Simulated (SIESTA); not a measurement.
A relaxation of cell and atoms of Au3S (P6_3/mmc, 8 atoms in the cell) with SIESTA.

Method: SIESTA with LDA PW92, numerical atomic orbitals TZP, PseudoDojo LDA standard norm-conserving potentials (rewritten from UPF to PSML).

```xyz
8
Lattice="5.7578 0.0000 0.0000 -2.8789 4.9864 0.0000 0.0000 0.0000 4.7180" Properties=species:S:1:pos:R:3 pbc="T T T"
S      2.8789     1.6621     1.1795
S      0.0000     3.3243     3.5385
Au     1.4360     0.8291     3.5385
Au     1.4429     4.1574     1.1795
Au     0.0000     1.6581     1.1795
Au     2.8789     3.3283     3.5385
Au     4.3218     0.8291     3.5385
Au    -1.4429     4.1574     1.1795
```

Reference input (self-consistent single point, DFT, LDA PW92, numerical atomic orbitals TZP, PseudoDojo LDA standard norm-conserving potentials (rewritten from UPF to PSML)): XC.functional = LDA; XC.authors = PW92; potentials = PseudoDojo LDA standard; PAO.BasisSize = TZP; PAO.EnergyShift = 0.01 Ry; MeshCutoff = 300 Ry; kgrid.MonkhorstPack = 5 5 5; OccupationFunction = MP; OccupationMPOrder = 0; ElectronicTemperature = 0.136 eV; MaxSCFIterations = 150; SCF.Mixer.Method = Pulay. This run's input differs from it in these lines:

```diff
@@ -48,2 +48,7 @@
 Diag.ParallelOverK           true
+MD.TypeOfRun                 CG
+MD.Steps                     40
+MD.MaxForceTol               0.02 eV/Ang
+MD.VariableCell              true
+MD.MaxStressTol              0.05 GPa
 WriteForces                  true
```

Log, with long lists cut:

```
        iscf     Eharris(eV)        E_KS(eV)     FreeEng(eV)     dDmax    Ef(eV) dHmax(eV)
   scf:    1   -24521.074014   -24627.582430   -24627.671542  1.699137 -0.615989 17.570731
   scf:    2   -24695.156115   -24666.065223   -24666.115018  0.279504 -1.293302 10.584847
   scf:    3   -24689.113642   -24680.723386   -24680.755005  0.215652 -1.738193  3.667911
   scf:    4   -24679.432130   -24681.564296   -24681.589530  0.210895 -2.222989  3.023940
   scf:    5   -24683.093328   -24682.407021   -24682.434449  0.022744 -2.258127  1.796381
   [... 3 lines left out ...]
   scf:    9   -24682.895471   -24682.894763   -24682.924715  0.004556 -2.309404  0.008458
   scf:   10   -24682.894751   -24682.894763   -24682.924722  0.000209 -2.309602  0.003570
   scf:   11   -24682.894778   -24682.894771   -24682.924725  0.000162 -2.309762  0.000791
   scf:   12   -24682.894772   -24682.894772   -24682.924725  0.000045 -2.309875  0.000454
SCF Convergence by DM+H criterion
max |DM_out - DM_in|         :     0.0000454184
max |H_out - H_in|      (eV) :     0.0004544399
SCF cycle converged after 12 iterations

Using DM_out to compute the final energy and forces

siesta: E_KS(eV) =           -24682.8948

siesta: E_KS - E_eggbox =    -24682.8948

siesta: Atomic forces (eV/Ang):
     1   -0.000001    0.000000   -0.000000
     2    0.000001   -0.000000   -0.000000
     3   -0.059862   -0.034553    0.000000
     4    0.059862    0.034553    0.000000
     5    0.000007   -0.069119    0.000000
     6   -0.000007    0.069119    0.000000
     7    0.059861   -0.034561    0.000000
     8   -0.059861    0.034561    0.000000
   Tot   -0.000000    0.000000   -0.000000
   Max    0.069119
   Res    0.034560    sqrt( Sum f_i^2 / 3N )
   Max    0.069119    constrained

   [... lines left out ...]
siesta: Pressure (static):        -62.81039908  kBar
siesta: Pressure (total):        -62.81039908  kBar
No target stress found, assuming hydrostatic MD.TargetPressure.
Target stress (kBar)
outcell: Cell volume (Ang**3)        :    130.4602
        iscf     Eharris(eV)        E_KS(eV)     FreeEng(eV)     dDmax    Ef(eV) dHmax(eV)
siesta: Pressure (static):         -0.08232311  kBar
siesta: Pressure (total):         -0.08232311  kBar
outcell: Cell volume (Ang**3)        :    130.4602
siesta: FreeEng =    -24683.028158
   [... lines left out ...]
siesta:     0.000003    0.000075    0.000000
siesta:     0.000075    0.000090   -0.000000
siesta:     0.000000   -0.000000    0.000062

siesta: Cell volume =        130.460173 Ang**3

siesta: Pressure (static):
siesta:                Solid            Molecule  Units
siesta:          -0.00000056         -0.00000176  Ry/Bohr**3
siesta:          -0.00005138         -0.00016130  eV/Ang**3
siesta:          -0.08232311         -0.25842671  kBar
```

The run converged. 

Summary of the result:
| Item | Value |
|---|---|
| Free energy E − TS | -24683.0282 eV |
| Fermi level (on the code's own zero) | -2.11 eV |
| Pressure | -0.01 GPa |
| Largest force (vector length) | 0.004 eV/Å |
| Final cell | a = b = 5.685 Å, c = 4.661 Å, α = β = 90.00°, γ = 120.00° |
| Final volume per atom | 16.31 Å³ |
| Relaxation steps | 10 |

The starting cell comes from a database of computed structures (which also holds hypothetical and non-ambient phases and stackings), without a prior relaxation at this level. Its lattice was rescaled by a random factor within 2.5 % of one. Values carry the incompleteness of an atom-centred basis. The run gives no clean gap (levels at the Fermi energy touch, overlap or are partly filled at this smearing), which alone does not show that the compound is a metal.

Cost on one core of a shared machine: roughly 4 min.
